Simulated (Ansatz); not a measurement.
The starting structures come from a database of crystals and need not be the phases stable at ambient conditions.

By PBEsol, the system below comes out a metal.

Data:

```yaml
crystal:
  lattice:
    - [4.92312, 0.00000, 0.00000]
    - [0.00000, 6.96234, 0.00000]
    - [2.46156, 3.48117, 2.46156]
  atoms:
    - { symbol: Mg, position: [0.00000, 0.00000, 0.00000] }
    - { symbol: Mg, position: [0.50000, 0.25000, 0.00000] }
    - { symbol: Cu, position: [0.75000, 0.62500, 0.00000] }
    - { symbol: Cu, position: [0.75000, 0.12500, 0.50000] }
    - { symbol: Cu, position: [0.25000, 0.62500, 0.00000] }
    - { symbol: Cu, position: [0.25000, 0.62500, 0.50000] }
```

The cell is taken as given; by PBEsol it stands under a pressure of -1.2 GPa.

The current flows along the normal of the first two printed cell vectors, the (110) plane of the conventional cell. No spin-orbit coupling; the value is a mean over 0.1 eV about the Fermi level.

**Question.** Predict the ballistic conductance per area from PBEsol (Ansatz, an electronic-structure program).

**Answer.** 0.94 × 10¹⁵ S/m² for both spins.
